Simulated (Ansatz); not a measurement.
# A computed series for hypothetical zinc blende HgO: alloy series

Base system: HgO in the zinc blende structure (space group F-43m, No. 216; a = 5.1961 Å; a hypothetical phase, not in the database extracts checked).

The other end (x = 1) is HgSe in the zinc blende structure (space group F-43m, No. 216): 28.84 Å³/atom, gap zero.

Se replaces a fraction x of O; each row is one arrangement (x, atoms in the cell, starting space group or random), fully relaxed.

The values are results of Kohn–Sham DFT with the PBEsol functional, run in Ansatz (an electronic-structure program) with PAW and 420 eV plane waves, spin-orbit coupling left out, earlier PAW set, not measurements.

```tsv
Se fraction x	volume per atom (Å³/atom)
0	17.537
0.5 (P-4m2, 4 atoms)	22.490
0.5 (R3m, 4 atoms)	22.586
0.667 (Imm2, 6 atoms)	?
1	28.839
```

**Question.** Fit V(x) = (1 − x) V(0) + x V(1) − b x(1 − x) with the ends held (b = 0 is Vegard's rule) to the rows shown and predict the withheld row.

**Answer.** Least squares on the printed values gives b = 2.60 Å³/atom, against 25.075 Å³/atom from the straight line alone (largest residual 0.048 Å³/atom); this predicts 24.498 Å³/atom, and the run gives 24.369 Å³/atom, 0.129 lower.

These are small ordered cells, not random alloys; other orderings at the same x differ. Spin-orbit coupling, missing from the scalar runs, can matter with Hg. Stability against distortions was not tested. All final runs are without spin polarisation. The zero or small gap of Hg2SeO, HgO, HgSe and Hg3Se2O can change with the level of theory.
